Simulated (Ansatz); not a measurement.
**Response to strain in Mo**

The parent structure is Mo in the bcc (W type) structure (space group Im-3m, No. 229; relaxed with 0.1 eV smearing).

```yaml
crystal:
  lattice:
    - [-1.57548, 1.57548, 1.57548]
    - [1.57548, -1.57548, 1.57548]
    - [1.57548, 1.57548, -1.57548]
  atoms:
    - { symbol: Mo, position: [0.00000, 0.00000, 0.00000] }
```

Cartesian axes are those of the cell as printed.

Strains are applied to the cell and any free atomic positions relax.

Computed with Ansatz (an electronic-structure program), r2SCAN, PAW, cutoff 500 eV, no SOC.

Notes on the quantities. pressure: mean of the normal stresses, compression positive; energy relative to the base: free energy F.

| case | pressure | energy relative to the base | shortest interatomic distance |
|---|---|---|---|
| base | 0.0 GPa | 0 meV/atom | 2.729 Å |
| tensor shear ε_xy = +1.43 % | 0.2 GPa | +4.2 meV/atom | 2.703 Å |
| tensor shear ε_xy = +0.29 % | 0.0 GPa | +0.2 meV/atom | 2.724 Å |
| tensor shear ε_xy = +0.86 % | 0.1 GPa | +1.5 meV/atom | 2.713 Å |
| tensor shear ε_xy = +2.00 % | 0.3 GPa | +8.2 meV/atom | 2.693 Å |
| tensor shear ε_xy = +1.71 % | 0.2 GPa | +6.0 meV/atom | 2.698 Å |
| tensor shear ε_xy = +0.57 % | 0.0 GPa | +0.7 meV/atom | 2.718 Å |
| tensor shear ε_xy = +1.14 % | 0.1 GPa | +2.7 meV/atom | 2.708 Å |

No phonon test of stability was made. All final runs are without spin polarisation.
